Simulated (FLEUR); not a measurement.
A self-consistent single point of BaRh₂ (Fd-3m, 6 atoms in the cell) with FLEUR.

Method of the run: PBEsol, all-electron FLAPW (FLEUR), scalar-relativistic valence run with FLEUR.

The change in words: lattice scaled by 0.98. Reference geometry:
```
CELL_PARAMETERS angstrom
      0.00000     3.95741     3.95741
      3.95741     0.00000     3.95741
      3.95741     3.95741     0.00000
ATOMIC_POSITIONS crystal
  Ba 0.50000 0.50000 0.50000
  Ba 0.75000 0.75000 0.75000
  Rh 0.12500 0.12500 0.62500
  Rh 0.12500 0.62500 0.12500
  Rh 0.12500 0.12500 0.12500
  Rh 0.62500 0.12500 0.12500
```
Moments meant for the start (each program seeds them in its own way; μB, in the order of the atoms Ba Ba Rh Rh Rh Rh): 0.0 0.0 1.0 1.0 1.0 1.0.

Reference input (self-consistent single point, DFT, PBEsol, all-electron FLAPW (FLEUR), scalar-relativistic valence): Kmax = 4.1 1/bohr; GmaxXC = 12.3 1/bohr; xcFunctional = PBEs; jspins = 2; l_soc = F; mode = hist; fermiSmearingEnergy = 0.00499791 Htr; mesh (inpgen div1-3) = 5 5 5; inpgen gamma flag = false; Gmax = 12.3 1/bohr; numbands = 0; maxIterBroyd = 15. This run's input differs from it in these lines:

```diff
@@ -3,5 +3,5 @@
 &input film=f /
--0.0000000000 3.9574050000 3.9574050000
-3.9574050000 -0.0000000000 3.9574050000
-3.9574050000 3.9574050000 -0.0000000000
+0.0000000000 3.8782570000 3.8782570000
+3.8782570000 0.0000000000 3.8782570000
+3.8782570000 3.8782570000 0.0000000000
 1.8897261246
@@ -48,5 +48,5 @@
          <bravaisMatrix>
-            <row-1>    0.0000000000000000     7.4784116141226624     7.4784116141226624</row-1>
-            <row-2>    7.4784116141226624     0.0000000000000000     7.4784116141226624</row-2>
-            <row-3>    7.4784116141226624     7.4784116141226624     0.0000000000000000</row-3>
+            <row-1>    0.0000000000000000     7.3288435708128219     7.3288435708128219</row-1>
+            <row-2>    7.3288435708128219     0.0000000000000000     7.3288435708128219</row-2>
+            <row-3>    7.3288435708128219     7.3288435708128219     0.0000000000000000</row-3>
          </bravaisMatrix>
```

The program printed (abridged):

```
 Iteration:     1   Distance:      13.89903944 me/bohr^3
 Iteration:     2   Distance:      11.08972934 me/bohr^3
 Iteration:     3   Distance:       5.71399981 me/bohr^3
 Iteration:     4   Distance:       4.08492333 me/bohr^3
 Iteration:     5   Distance:       3.08613813 me/bohr^3
   [... 16 lines left out ...]
 Iteration:    22   Distance:       0.00025592 me/bohr^3
 Iteration:    23   Distance:       0.00004656 me/bohr^3
 Iteration:    24   Distance:       0.00003908 me/bohr^3
 Iteration:    25   Distance:       0.00000590 me/bohr^3
 Run finished successfully
 Stop message:
   Structural relaxation: Done

[file out, last iteration]
             iter=     26
[...]
          total density-effective poten   -5.8694288565E+04
          total charge density-energy d   -9.3686543813E+02
 Updated energy parameters for spin:           1
 Updated energy parameters for spin:           2
[...]
 fermi energy and band-weighting factors:
   [... 5 lines left out ...]

[...]
FERMIE:
          first approx. to ef    (T=0)  :   0.441518 htr   (energy of the highest occ. eigenvalue)
          number of occ. states  (T=0)  :        795
          first approx. to seigv (T=0)  : -16.576754 htr
          sum of weights of occ. states :  80.032000
          sum of semicore charge        :   0.000000 e
FERHIS:  Fermi-Energy by histogram:
   [... lines left out ...]
          bandgap                     :   0.000000 htr
          charge neutrality (T=0)     :   0.032000    (zero if the highest occ. eigenvalue is "entirely" occupied)
     EF_NEWTON:  Adjust Fermi-Energy by Newton-Method.
 Direct bandgap for spin            1 :    8.6736260664284082E-003  Htr
 Direct bandgap for spin            2 :    8.6736257284741880E-003  Htr
 ---->    free energy=                    -35404.0412686497 htr
   [... lines left out ...]
 ***** TOTAL FORCES ON ATOMS *****
 TOTAL FORCE FOR ATOM TYPE=  1  X=  5.497   Y=  5.497   Z=  5.497
                       FX_TOT= 0.000000 FY_TOT= 0.000000 FZ_TOT= 0.000000
 TOTAL FORCE FOR ATOM TYPE=  2  X=  3.664   Y=  3.664   Z=  0.000
                       FX_TOT= 0.000000 FY_TOT= 0.000000 FZ_TOT= 0.000000
 Structural relaxation: Done
```

The run converged in 25 iterations. FLEUR gives forces in its relaxation mode, with a further iteration, so its stop message speaks of a relaxation. Against the reference run the free energy goes down by 17.8 meV/atom.

The starting cell comes from a database of computed structures (which also holds hypothetical and non-ambient phases and stackings), without a prior relaxation at this level. For this run, on top of that: lattice scaled by 0.98. The starting moments vanished: the run ended non-magnetic. Values depend on the basis (sphere radii, cutoffs, local orbitals), which need not be converged. The log's line on a gap gives a spacing of levels on this mesh, which the program prints for metals too.

Cost on one core of a shared machine: roughly 6 min.
